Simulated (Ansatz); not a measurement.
Data:

```
CELL_PARAMETERS angstrom
      4.17472     0.00000     0.00000
     -2.08736     3.61542     0.00000
      2.08736    -1.20514     3.40865
ATOMIC_POSITIONS crystal
  In 0.00000 0.00000 0.00000
  P  0.25000 0.75000 0.25000
```

Space group of this cell: F-43m, zinc blende. The cell is taken as given.

The current runs along the normal of the first two printed vectors, the (111) plane. All runs by Ansatz (an electronic-structure program), plane waves and PAW, without spin-orbit coupling; the base is r2SCAN.

```csv
run,mean pressure (GPa),gap (eV),mid-gap κ (1/Å)
base,0.1,1.04,0.067
all lengths scaled by 0.98,4.9,1.39,0.086
all lengths scaled by 1.02,-3.5,(withheld),(withheld)
lda in place of r2scan,-2.6,0.36,0.026
"lengths across the current scaled by 0.98, ions clamped",3.2,1.24,0.078
"lengths across the current scaled by 1.02, ions clamped",-2.3,0.77,0.054
"lengths along the current scaled by 0.97, ions clamped",2.5,(withheld),0.078
"lengths along the current scaled by 1.03, ions clamped",-1.7,0.82,0.057
pbesol in place of r2scan,-0.8,(withheld),(withheld)
```

Some entries are withheld; supply them.


- all lengths scaled by 1.02, gap (eV): 0.69
- all lengths scaled by 1.02, mid-gap κ (1/Å): 0.046
- lengths along the current scaled by 0.97, ions clamped, gap (eV): 1.14
- pbesol in place of r2scan, gap (eV): 0.50
- pbesol in place of r2scan, mid-gap κ (1/Å): 0.035
